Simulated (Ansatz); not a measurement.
## PbSe (Fmm2, No. 42, 4 atoms in the cell; start mp-22009; a measured phase of this formula has another space group)

Computed with r²SCAN (plane waves, PAW; Ansatz, an electronic-structure program).

Settings: plane-wave cutoff 500 eV, 10×10×10 k mesh, Fermi–Dirac smearing 0.05 eV, scalar-relativistic PAW data made under PBE.

Cell (relaxed at this level):

```cif
data_Pb8Se8
_chemical_formula_sum 'Pb8 Se8'
_space_group_name_H-M_alt 'Fmm2'
_space_group_IT_number 42
_space_group_name_Hall 'F 2 -2'
_cell_length_a 6.20054
_cell_length_b 23.99108
_cell_length_c 6.21041
_cell_angle_alpha 90.000
_cell_angle_beta 90.000
_cell_angle_gamma 90.000
loop_
_atom_site_label
_atom_site_type_symbol
_atom_site_symmetry_multiplicity
_atom_site_Wyckoff_symbol
_atom_site_fract_x
_atom_site_fract_y
_atom_site_fract_z
_atom_site_occupancy
Pb1 Pb 8 c 0.00000 0.30881 0.49754 1
Se1 Se 8 c 0.00000 0.19257 0.48546 1
```
(The calculation used a cell of 4 atoms; values per cell refer to that cell.)

| Quantity | Result |
|---|---|
| band gap | 1.78 eV (on the SCF k mesh) |

Note: the relaxation could not lower the start's symmetry, so the cell can be a saddle point above a distorted one; the cell has widely spaced layers and the level no dispersion term, so their spacing and the moduli can rest on weak binding.

Spin–orbit coupling is not included; with these elements it can move the gap by several tenths of an eV or more.

The result took about 15 core-minutes (a rough figure).

A start named mp-… is a Materials Project structure, which need not be a measured phase.
